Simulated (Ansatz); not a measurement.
## Response to strain in GaP

The reference is GaP in the zinc blende structure (space group F-43m, No. 216; a = 5.4386 Å). Axes: x, y, z lie along the cube axes.

Strains are applied to the cell and any free atomic positions relax; under biaxial strain the out-of-plane vector relaxes too.

Computed with plane-wave PAW DFT at the PBEsol level (Ansatz, a program for electronic structure, 420 eV), without spin-orbit coupling.

```tsv
variant	volume per atom	band gap	gap character
base	20.11 Å³	1.45 eV	–
biaxial strain −2.50 %, plane normal [111], relaxed out of plane	19.34 Å³	1.18 eV	indirect, Γ → F
biaxial strain −2.08 %, plane normal [111], relaxed out of plane	19.47 Å³	1.24 eV	indirect, Γ → F
biaxial strain −1.67 %, plane normal [111], relaxed out of plane	19.60 Å³	1.30 eV	indirect, Γ → k = (0, 0.455, -0.455) in the run's primitive reciprocal basis
biaxial strain −0.83 %, plane normal [111], relaxed out of plane	19.85 Å³	1.39 eV	indirect, Γ → F–Γ (13 % along)
biaxial strain +0.83 %, plane normal [111], relaxed out of plane	20.37 Å³	1.39 eV	indirect, Γ → T
biaxial strain +1.25 %, plane normal [111], relaxed out of plane	20.50 Å³	1.28 eV	indirect, Γ → T
biaxial strain +1.67 %, plane normal [111], relaxed out of plane	…	1.18 eV	indirect, Γ → T
biaxial strain +2.08 %, plane normal [111], relaxed out of plane	…	1.09 eV	indirect, Γ → T
biaxial strain +2.50 %, plane normal [111], relaxed out of plane	…	1.00 eV	indirect, Γ → T
```

Task: Some entries are withheld; estimate them.

Result: 
- biaxial strain +1.67 %, plane normal [111], relaxed out of plane, volume per atom: 20.63 Å³
- biaxial strain +2.08 %, plane normal [111], relaxed out of plane, volume per atom: 20.76 Å³
- biaxial strain +2.50 %, plane normal [111], relaxed out of plane, volume per atom: 20.90 Å³

Stability against distortions was not tested. Labels are those of the standard path for the cell's own space group.
